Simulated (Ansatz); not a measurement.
InSe (P6₃/mmc, No. 194, 8 atoms in the cell; start mp-20485; a measured phase of this formula has another space group), treated with HSE06 (Ansatz, an electronic-structure program, plane waves, PAW).

Run with plane-wave cutoff 500 eV, 6×6×2 k mesh (along the axes of the cell as run), gaussian smearing 0.02 eV, scalar-relativistic PAW data made under PBE.

Cell (relaxed with r²SCAN):

```
CELL_PARAMETERS angstrom
      4.04331     0.00000     0.00000
     -2.02166     3.50161     0.00000
      0.00000     0.00000    17.43247
ATOMIC_POSITIONS crystal
  In 0.33333 0.66667 0.33026
  In 0.66667 0.33333 0.66974
  In 0.66667 0.33333 0.83026
  In 0.33333 0.66667 0.16974
  Se 0.33333 0.66667 0.59753
  Se 0.66667 0.33333 0.40247
  Se 0.66667 0.33333 0.09753
  Se 0.33333 0.66667 0.90247
```

**Question.** Give the computed band gap.

**Answer.** 
- band gap: 1.27 eV (on the SCF k mesh)

Note: cell and atoms aren't relaxed at this level (largest force component 0.09 eV/Å); the cell has widely spaced layers and the level no dispersion term, so their spacing and the moduli can rest on weak binding.

Spin–orbit coupling is not included.

Static lattice: no zero-point or thermal effects.

The result took about 7 core-minutes (a rough figure).

A start named mp-… is a Materials Project structure, which need not be a measured phase.
